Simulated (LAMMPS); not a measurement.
LAMMPS input (classical MD, pair style sw, file GaN.sw):

```
units metal
atom_style atomic
atom_modify map array
boundary p p p
read_data cell.data
replicate 7 4 4
pair_style sw
pair_coeff * * GaN.sw Ga N
mass 1 69.7230
mass 2 14.0070
neighbor 1.5 bin
neigh_modify every 1 delay 0 check yes one 6000 page 200000
timestep 0.0005
compute xu all property/atom xu yu zu
thermo_style custom step temp pe etotal enthalpy press vol lx ly lz
thermo_modify norm no flush no
thermo 1000
fix br all box/relax aniso 0 vmax 0.001
min_style cg
minimize 0 0.0001 3000 15000
unfix br
velocity all create 3240 10303336 dist gaussian mom yes
fix md0 all npt temp 1620 1620 0.1 aniso 0 0 1.0 drag 1.0
run 20000
unfix md0
fix md0 all npt temp 1620 1620 0.1 aniso 0 0 1.0
run 60000
unfix md0
change_box all x final 0 22.51094 y final 0 22.28386 z final 0 21.00713 remap units box
fix md0 all nvt temp 1620 1620 0.1
run 6000
unfix md0
fix md0 all nvt temp 1620 1620 1.0
run 60000
unfix md0
fix md0 all nve
run 16000
unfix md0
```

cell.data:

```
Ga4N4

8 atoms
2 atom types

0 3.190000 xlo xhi
0 5.525242 ylo yhi
0 5.190000 zlo zhi

Masses

1 69.7230 # Ga
2 14.0070 # N

Atoms # atomic

1 1 0.000000 1.841747 0.000000
2 1 1.595000 0.920874 2.595000
3 2 0.000000 1.841747 1.956630
4 2 1.595000 0.920874 4.551630
5 1 1.595000 4.604368 0.000000
6 1 0.000000 3.683495 2.595000
7 2 1.595000 4.604368 1.956630
8 2 0.000000 3.683495 4.551630
```

End of the log (thermodynamic rows thinned):

```
# run of 60000 steps: all nvt temp 1620 1620 1.0
   Step         temp           pe       etotal        press          vol           lx           ly           lz
  86254      1537.78     -3693.69     -3515.79     -683.855      10537.8      22.5109      22.2839      21.0071
  88654      1628.41     -3696.83     -3508.45     -215.897      10537.8      22.5109      22.2839      21.0071
  91054      1687.44     -3692.49     -3497.28      983.786      10537.8      22.5109      22.2839      21.0071
  93454      1655.61     -3692.05     -3500.51      838.494      10537.8      22.5109      22.2839      21.0071
  95854      1672.34     -3700.06     -3506.59      453.957      10537.8      22.5109      22.2839      21.0071
  98254      1629.98     -3700.35     -3511.78      -401.91      10537.8      22.5109      22.2839      21.0071
 100654      1555.06     -3693.71     -3513.81     -646.685      10537.8      22.5109      22.2839      21.0071
 103054      1589.95     -3691.06     -3507.12      622.402      10537.8      22.5109      22.2839      21.0071
 105454      1748.86     -3701.17     -3498.85      541.554      10537.8      22.5109      22.2839      21.0071
 107854      1634.57     -3692.05     -3502.95      993.098      10537.8      22.5109      22.2839      21.0071
 110254      1578.96     -3698.36     -3515.69     -1709.15      10537.8      22.5109      22.2839      21.0071
 112654      1539.76     -3692.56     -3514.43      839.761      10537.8      22.5109      22.2839      21.0071
 115054      1643.38     -3698.57     -3508.45      1182.86      10537.8      22.5109      22.2839      21.0071
 117454      1605.47     -3691.55     -3505.82       1555.6      10537.8      22.5109      22.2839      21.0071
 119854      1635.22     -3695.79     -3506.62      1005.75      10537.8      22.5109      22.2839      21.0071
 122254      1649.51     -3698.69     -3507.86      66.8316      10537.8      22.5109      22.2839      21.0071
 124654      1601.76     -3693.85     -3508.54      384.672      10537.8      22.5109      22.2839      21.0071
 127054      1638.04     -3697.96     -3508.45     -129.374      10537.8      22.5109      22.2839      21.0071
 129454      1581.32     -3689.17     -3506.23      2312.58      10537.8      22.5109      22.2839      21.0071
 131854      1637.37     -3694.24     -3504.82      851.354      10537.8      22.5109      22.2839      21.0071
 134254      1644.65     -3698.05     -3507.79     -598.055      10537.8      22.5109      22.2839      21.0071
 136654      1618.82     -3701.69     -3514.41      -1523.9      10537.8      22.5109      22.2839      21.0071
 139054      1492.82      -3690.1      -3517.4     -824.483      10537.8      22.5109      22.2839      21.0071
 141454      1650.42     -3695.99     -3505.06     -702.308      10537.8      22.5109      22.2839      21.0071
 143854      1646.46     -3689.56     -3499.08     -108.527      10537.8      22.5109      22.2839      21.0071
# run of 16000 steps: all nve
   Step         temp           pe       etotal        press          vol           lx           ly           lz
 146062      1645.12     -3695.53     -3505.21       261.68      10537.8      22.5109      22.2839      21.0071
 146702      1608.12     -3691.25     -3505.21      127.511      10537.8      22.5109      22.2839      21.0071
 147342       1633.9     -3694.23     -3505.21     -605.032      10537.8      22.5109      22.2839      21.0071
 147982      1637.52     -3694.65     -3505.21     -75.0823      10537.8      22.5109      22.2839      21.0071
 148622      1611.29     -3691.61     -3505.21      65.2398      10537.8      22.5109      22.2839      21.0071
 149262      1667.38      -3698.1     -3505.21     -691.914      10537.8      22.5109      22.2839      21.0071
 149902      1629.89     -3693.76     -3505.21      399.788      10537.8      22.5109      22.2839      21.0071
 150542      1578.55     -3687.82      -3505.2      617.777      10537.8      22.5109      22.2839      21.0071
 151182      1651.85      -3696.3      -3505.2      386.894      10537.8      22.5109      22.2839      21.0071
 151822      1638.33     -3694.74     -3505.21     -412.869      10537.8      22.5109      22.2839      21.0071
 152462      1615.07     -3692.05     -3505.21      1531.82      10537.8      22.5109      22.2839      21.0071
 153102      1599.29     -3690.22      -3505.2      1290.48      10537.8      22.5109      22.2839      21.0071
 153742      1608.84     -3691.33     -3505.21      799.071      10537.8      22.5109      22.2839      21.0071
 154382      1660.57     -3697.32     -3505.21      373.128      10537.8      22.5109      22.2839      21.0071
 155022      1641.01     -3695.05     -3505.21      640.781      10537.8      22.5109      22.2839      21.0071
 155662      1617.34     -3692.31     -3505.21      154.861      10537.8      22.5109      22.2839      21.0071
 156302      1590.25     -3689.18     -3505.21     -484.142      10537.8      22.5109      22.2839      21.0071
 156942      1653.51      -3696.5     -3505.21     -407.607      10537.8      22.5109      22.2839      21.0071
 157582      1649.04     -3695.99     -3505.22     -394.599      10537.8      22.5109      22.2839      21.0071
 158222      1611.18      -3691.6     -3505.21      677.353      10537.8      22.5109      22.2839      21.0071
 158862      1610.17     -3691.48      -3505.2      379.723      10537.8      22.5109      22.2839      21.0071
 159502      1671.49     -3698.58     -3505.21     -636.712      10537.8      22.5109      22.2839      21.0071
 160142      1693.48     -3701.13     -3505.22     -557.097      10537.8      22.5109      22.2839      21.0071
 160782      1626.13     -3693.33     -3505.21     -219.183      10537.8      22.5109      22.2839      21.0071
 161422      1623.49     -3693.03     -3505.21       1309.1      10537.8      22.5109      22.2839      21.0071
```

```json
{
  "state_found": "crystal; no diffusion seen in 30 ps",
  "density": "5.9109 ± 0.0002 g/cm³",
  "volume_per_atom": "11.7611 ± 0.0005 Å³",
  "enthalpy_per_atom": "-3.9146 ± 0.0008 eV",
  "first peak of g(r), Ga-N": "1.96 Å, height 8.9",
  "coordination number of Ga by N": "4.00 (counted to 2.58 Å)"
}
```
